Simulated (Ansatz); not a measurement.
Start from ZrSi in the rock salt structure (space group Fm-3m, No. 225; a = 5.397 Å; a hypothetical phase, not in the database extracts checked; relaxed with 0.1 eV smearing). Axes: x, y, z lie along the cube axes.

(Cell as relaxed with PBE.)

Levels (all Ansatz, a program for electronic structure, PAW, earlier PAW set): PBE (420 eV, scalar-relativistic without spin-orbit coupling); PBEsol (420 eV, without spin-orbit coupling).

Each level relaxes its own structure.

```csv
base,PBE,PBEsol
volume per atom,19.65 Å³,19.06 Å³
lattice parameter a,5.397 Å,5.342 Å
band gap,zero,zero
```

Perturbation: biaxial strain −2.33 %, plane normal [001], relaxed out of plane (Cartesian); in-plane vectors clamped, the third vector and the atoms free.

| quantity | PBE | PBEsol |
|---|---|---|
| energy relative to the base (free energy F) | +21 meV/atom | +22 meV/atom |
| ratio −ε⊥/ε∥ | 0.29 | 0.26 |

PBE's energy relative to the base lies 1.1 meV/atom below PBEsol's; PBE's ratio −ε⊥/ε∥ lies 0.036 above PBEsol's. Neither level is exact; PBEsol is the comparison here, not a measurement.

Whether these cells are dynamically stable was not tested. All final runs are without spin polarisation.
